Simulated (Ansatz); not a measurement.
Take Mg2Sn (space group Fm-3m, No. 225; relaxed with 0.1 eV smearing) as the base.

```
Mg2Sn
1.0
    0.00000     3.33192     3.33192
    3.33192     0.00000     3.33192
    3.33192     3.33192     0.00000
Mg Sn
2 1
Direct
  0.25000   0.25000   0.25000
  0.75000   0.75000   0.75000
  0.00000   0.00000   0.00000
```

Cartesian axes are those of the cell as printed.

All numbers come from LDA/PAW in Ansatz (an electronic-structure program), without spin-orbit coupling.

Before the change:

```
Property                         Value
-----------------------------  -------
Shortest interatomic distance  2.886 Å
Pressure                       0.0 GPa
```

Now apply this change: biaxial strain +1.50 %, plane normal [001], relaxed out of plane (Cartesian); in-plane vectors clamped, the third vector and the atoms free.

Question: What does the calculation give for the out-of-plane strain, shortest interatomic distance and pressure after the change?

Answer: The out-of-plane strain comes out as -1.10 %; the shortest interatomic distance increases by 0.018 Å to 2.904 Å; the pressure (mean of the normal stresses, compression positive) goes from zero to -0.8 GPa.

No phonon test of stability was made.
